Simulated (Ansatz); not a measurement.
A computed series for ZnS: pressure series

The reference is ZnS in the wurtzite structure (space group P6_3mc, No. 186).

```xyz
4
Lattice="3.7383 0.0000 0.0000 -1.8691 3.2374 0.0000 0.0000 0.0000 6.1429" Properties=species:S:1:pos:R:3 pbc="T T T"
Zn     0.0000     2.1583     0.0036
Zn     1.8691     1.0791     3.0751
S      0.0000     2.1583     2.2999
S      1.8691     1.0791     5.3714
```

Cell and atoms are relaxed at each pressure.

Calculations: LDA (Ansatz, a program for electronic structure; PAW; 420 eV plane waves; no spin-orbit coupling).

| P (GPa) | V (Å³/atom) |
|---|---|
| -1.99 | 19.045 |
| -0.99 | 18.806 |
| 0.91 | 18.395 |
| 2.11 | 18.157 |
| 4.50 | 17.730 |
| 8.99 | 17.047 |
| 14.99 | 16.308 |
| 22.50 | 15.567 |
| 30.00 | 14.962 |

Problem. Fit a third-order Birch–Murnaghan equation of state.

Solution. Least squares on P(V) = (3B₀/2)[(V₀/V)^(7/3) − (V₀/V)^(5/3)]·[1 + (3/4)(B₀′ − 4)((V₀/V)^(2/3) − 1)] gives V₀ = 18.59 Å³/atom, B₀ = 86 GPa and B₀′ = 4.3.

Between the base and pressure 9 GPa the gap moves from 2.19 eV to 2.58 eV, a mean slope of 44 meV/GPa.

Load acts through the strain it causes; cell and atoms are relaxed under it. Stability against distortions was not tested. Tetrahedral semiconductors of this kind turn to denser phases somewhere between about 1 and 50 GPa; those were not computed, so compressed cells here can lie past the real transition.
